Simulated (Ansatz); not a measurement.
# A computed series for hypothetical rock salt GaSb: response to strain

Base system: GaSb in the rock salt structure (space group Fm-3m, No. 225; a = 5.8006 Å; a hypothetical phase, not in the database extracts checked; relaxed with 0.1 eV smearing). Axes: x, y, z lie along the cube axes.

Strains are applied to the cell and any free atomic positions relax; under biaxial strain the out-of-plane vector relaxes too; under stress the whole cell relaxes.

Levels (all Ansatz, an electronic-structure program, PAW): PBE (420 eV, spin-orbit coupling left out); PBEsol (420 eV, no SOC).

The base cell above is that of PBE; each level relaxes its own structures.

Notes on the quantities. energy relative to the base: free energy F.

```csv
case,"energy relative to the base, PBE","energy relative to the base, PBEsol"
"biaxial strain −1.08 %, plane normal [001], relaxed out of plane",+2.3 meV/atom,?
uniaxial strain ε_yy = −2.79 %,+7.5 meV/atom,?
"strain tensor (xx, yy, zz, yz, xz, xy) = (−0.12, −1.32, −0.49, +0.40, +1.15, +0.09) %",+2.4 meV/atom,+2.7 meV/atom
"uniaxial stress, 0.5 GPa compression along z",+0.2 meV/atom,?
"uniaxial stress, 2 GPa tension along z",+3.6 meV/atom,+2.8 meV/atom
"strain tensor (xx, yy, zz, yz, xz, xy) = (+1.39, +1.72, −1.34, +0.56, +0.63, +0.54) %",+5.0 meV/atom,+5.5 meV/atom
```

Task: Complete the table.

Result: 
- biaxial strain −1.08 %, plane normal [001], relaxed out of plane, energy relative to the base, PBEsol: +2.5 meV/atom
- uniaxial strain ε_yy = −2.79 %, energy relative to the base, PBEsol: +8.3 meV/atom
- uniaxial stress, 0.5 GPa compression along z, energy relative to the base, PBEsol: +0.1 meV/atom

The two levels differ by at most about 0.8 meV/atom. They put the cases in the same order.

Stability under load was not tested beyond the relaxation. The final runs are not spin-polarised.
